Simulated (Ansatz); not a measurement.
# Gaps and masses across 12 crystals of space group F-43m

All by Ansatz (a program for electronic structure) with HSE06, rigid bands; geometry: cell and atoms relaxed with PBEsol.

```tsv
Crystal	volume per atom (Å³)	band gap	electron conductivity mass	E_g(mₑ/m* − 1)
InAs	28.2	0.42 eV	0.031 mₑ	13.1 eV
GaAs	22.6	1.40 eV	0.070 mₑ	18.7 eV
InP	25.4	1.45 eV	0.095 mₑ	13.8 eV
BP	11.5	1.95 eV	0.32 mₑ	-
AlAs	22.8	2.09 eV	0.32 mₑ	-
SiC	10.3	2.23 eV	0.29 mₑ	-
GaP	20.1	2.25 eV	0.34 mₑ	-
AlP	20.5	2.28 eV	0.33 mₑ	-
ZnSe	22.3	2.50 eV	0.143 mₑ	15.0 eV
BeSe	16.9	3.45 eV	0.34 mₑ	-
ZnS	19.2	3.46 eV	0.21 mₑ	13.0 eV
BeS	14.2	4.04 eV	0.36 mₑ	-
```

The last column is given only where the electrons sit in one nearly round valley (density-of-states mass close to the conductivity mass).

Problem. Does the electron mass follow the gap, and the gap the size of the cell?

Solution. The mass follows the gap loosely (rank correlation 0.66), and the gap follows the volume per atom loosely and inversely (-0.55). Rows with one valley and with several are mixed here. Lightest electrons: InAs (F-43m); heaviest: BeS (F-43m).

Problem. Two-band k·p theory gives mₑ/m* = 1 + E_P/E_g for a minimum at Γ. Does one E_P serve the rows of the last column?

Solution. The column has a median of 13.8 eV and runs from 13.0 to 18.7 eV. So one E_P describes the set fairly well. The rule holds for a direct gap between s-like and p-like states; remote bands and masses at 300 K (above the band-edge mass in narrow gaps) make the implied E_P low.

Masses are for dilute carriers at 300 K, harmonic means over directions unless an axis is named. Spin-orbit coupling is left out.
